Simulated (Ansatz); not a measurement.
## A self-consistent single point of NiTe (P6_3/mmc, 4 atoms in the cell) with Ansatz

Computed with LDA (PW92), default PAW files made with PBE (plane waves; Ansatz, a program for electronic structure).

Input as run:

Ansatz 0.2 input:
```yaml
# NiTe
crystal:
  lattice:
    - [3.97038800, 0.00000000, 0.00000000]
    - [-1.98519400, 3.43845700, 0.00000000]
    - [0.00000000, 0.00000000, 5.26709200]
  atoms:
    - { symbol: Ni, position: [0.00000000, 0.00000000, 0.00000000] }
    - { symbol: Ni, position: [0.00000000, 0.00000000, 0.50000000] }
    - { symbol: Te, position: [0.33333300, 0.66666700, 0.25000000] }
    - { symbol: Te, position: [0.66666700, 0.33333300, 0.75000000] }
basis:
  ecutwfc: 420.0
kpoints:
  mp_grid: { grid: [10, 10, 6] }
hamiltonian:
  xc: lda
  pseudopotentials: { kind: paw }
scf:
  occupations: { method: gaussian, width: 0.1 }
output:
  forces: true
  eigenvalues: true
  stress: true
```

Log, with long lists cut:

```
WARN the atoms were moved onto the symmetric positions of the space group found under crystal.symmetry.tolerance 1.0e-5 (fractional …
WARN ansatz: RAYON_NUM_THREADS=1 ignored (pool sized by the plan → 1); use --threads N
Pseudopotentials: kind: paw
Pseudopotential: Ni, paw, valence charge 18
Pseudopotential: Te, paw, valence charge 16
Crystal: 4 atoms, lattice volume = 71.906 Å³
Basis set: ecut = 420 eV, 1421 PW (Γ)
Bands: 41, of which v1, the nominal top of the filled ones, is band 34 counted from 1 (33 counted from 0)
Symmetry: 24 space group operations
Space group: P63/mmc (ITA 194), of the structure as read, at distance tolerance 4.2e-5 Å
k-points: 56 of 600
PAW frozen core: Ni, regenerated for the run's functional, and the local potential with it
PAW frozen core: Te, regenerated for the run's functional, and the local potential with it
Initial density: superposition of atomic densities (neutral atoms: chi_scale 0, normalization atom), corrected by the library's trained network
Initial wavefunctions: pseudopotential atomic-orbital guess
Eigensolver: davidson
Functional: x = slater, c = lda
SCF iter   1: F=—  HF=-25202.048683 eV  |F-HF|=—  |Δ(HF+E_count)|=         —  Δρ=1.45e-2  dr2=6.81e-2  ethr=1.77e-3  ⟨swp⟩=6.4  Hψ=8924  notcnv=0  defer=10
all-band conjugate gradients solve this SCF's bands
preconditioner: auto → LDOS
SCF iter   2: F=—  HF=-25202.055512 eV  |F-HF|=—  |Δ(HF+E_count)|=   6.83e-3  Δρ=1.50e-2  dr2=8.20e-2  ethr=1.00e-4  ⟨swp⟩=2.0  Hψ=4931  notcnv=0  defer=109
SCF iter   3: F=—  HF=-25202.037795 eV  |F-HF|=—  |Δ(HF+E_count)|=   1.77e-2  Δρ=6.59e-3  dr2=2.01e-2  ethr=1.00e-4  ⟨swp⟩=2.0  Hψ=4270  notcnv=0  defer=109
SCF iter   4: F=—  HF=-25202.036064 eV  |F-HF|=—  |Δ(HF+E_count)|=   1.73e-3  Δρ=3.57e-3  dr2=5.67e-3  ethr=2.96e-5  ⟨swp⟩=1.0  Hψ=2187  notcnv=0  defer=109
SCF iter   5: F=—  HF=-25202.035250 eV  |F-HF|=—  |Δ(HF+E_count)|=   8.13e-4  Δρ=5.74e-4  dr2=1.68e-4  ethr=8.34e-6  ⟨swp⟩=2.0  Hψ=2595  notcnv=0  defer=109
SCF iter   6: F=—  HF=-25202.035223 eV  |F-HF|=—  |Δ(HF+E_count)|=   2.77e-5  Δρ=4.42e-5  dr2=5.96e-7  ethr=2.48e-7  ⟨swp⟩=2.0  Hψ=2686  notcnv=0  defer=109
SCF iter   7: F=—  HF=-25202.035224 eV  |F-HF|=—  |Δ(HF+E_count)|=   1.72e-6  Δρ=1.25e-5  dr2=5.29e-8  ethr=1.47e-10  ⟨swp⟩=9.6  Hψ=12048  notcnv=0
SCF iter   8: F=-25202.035224 eV  HF=-25202.035224 eV  |F-HF|=2.87e-10  |Δ(HF+E_count)|=   5.89e-9  Δρ=1.68e-6  dr2=7.86e-10  ethr=7.79e-11  ⟨swp⟩=3.0  Hψ=8055  notcnv=0
SCF 1 converged in 8 iterations: F = -25202.035224 eV  dr2 = 7.86e-10
SCF converged after 8 iterations
Free energy (F): -25202.035224 eV
Harris-Foulkes:  -25202.035224 eV  (|F-HF|=2.87e-10)
Internal energy: -25202.021275 eV  (E = F + TS)
E sigma→0 (E₀):  -25202.028249 eV
Entropy (-TS):   -0.013950 eV (-3.487 meV/atom)
Fermi energy:    14.795653 eV
--- Per-component energies (eV) ---
  E_band       = -1036.747320
  E_kinetic    = 938.747325
  E_local      = -10277.941406  (includes V_loc(G=0)·N_el)
  E_nonlocal   = 681.611404
  E_hartree    = 4945.877061
  E_xc         = -418.342791
  E_vxc        = -430.717345  (∫ρ·V_xc dr)
  E_paw        = -12159.520596  (= ΣΔE_a)
  E_vpaw       = -1840.199781  (= ΣTr[D̂ρ^β])
  E_aug_tail   = 0.000580  (compensation charges beyond the density's cutoff)
  E_ewald      = -8914.678415
  E_core_change = 2.225563  (= ΣΔE_core)
  E_smearing   = -0.013950  (= −TS)
  E_closure    = 0.000000  (closes the sum)
  Σ components = -25202.035224   (vs F -25202.035224, Δ=0.00e0)
--- Forces (eV/Å), atoms counted from 1 ---
  atom   1  Ni    -0.00000000    -0.00000000    -0.00000000
   [... zero for the other atoms too ...]
  max |Σ_I F_I| component: 1.16e-18 eV/Å
--- Stress (GPa, compression-positive) ---
       -4.467425       0.000000       0.000000
        0.000000      -4.467425       0.000000
        0.000000       0.000000      -5.844621
  P = ⅓ Tr σ = -4.9265 GPa (-49.265 kbar)
  The stress holds the Pulay correction. Without it, at fixed plane waves, as pw.x and ABINIT print it: P = -4.9930 GPa
--- Band table (eV; the first three rows and the last of 56) ---
  k-point 0: bands = ["-87.4961", "-87.4905", "-48.3728", "-48.3728", "-48.3668", "-48.3668", "-48.3352", "-48.2692", "-22.6916", "-22.6916", "-22.6824", "-22.6787", "-22.6724", "-22.6724", "-22.6719", "-22.6719", "-22.6697", "-22.6697", "0.3994", [...]
  k-point 1: bands = ["-87.4957", "-87.4909", "-48.3724", "-48.3724", "-48.3672", "-48.3672", "-48.3308", "-48.2737", "-22.6908", "-22.6908", "-22.6821", "-22.6790", "-22.6754", "-22.6754", "-22.6713", "-22.6713", "-22.6682", "-22.6682", "0.5333", [...]
  k-point 2: bands = ["-87.4947", "-87.4919", "-48.3713", "-48.3713", "-48.3683", "-48.3683", "-48.3188", "-48.2858", "-22.6884", "-22.6884", "-22.6814", "-22.6800", "-22.6800", "-22.6796", "-22.6698", "-22.6698", "-22.6675", "-22.6675", "0.9292", [...]
  k-point 55: bands = ["-87.4933", "-87.4933", "-48.3701", "-48.3701", "-48.3700", "-48.3700", "-48.3022", "-48.3022", "-22.6880", "-22.6880", "-22.6822", "-22.6822", "-22.6717", "-22.6717", "-22.6697", "-22.6697", "-22.6683", "-22.6683", "2.8869", [...]
```

The run converged in 8 iterations.

The starting cell comes from a database of computed structures (which also holds hypothetical and non-ambient phases and stackings), without a prior relaxation at this level. Its lattice was rescaled by up to half a per cent. Spin-orbit coupling is off. Spin polarisation is off, so a magnetic state, if there is one, cannot be reached. With a pressure of about -5 GPa the cell is away from its equilibrium volume at this level. Ansatz's pressure includes its estimate of the finite-basis (Pulay) stress.
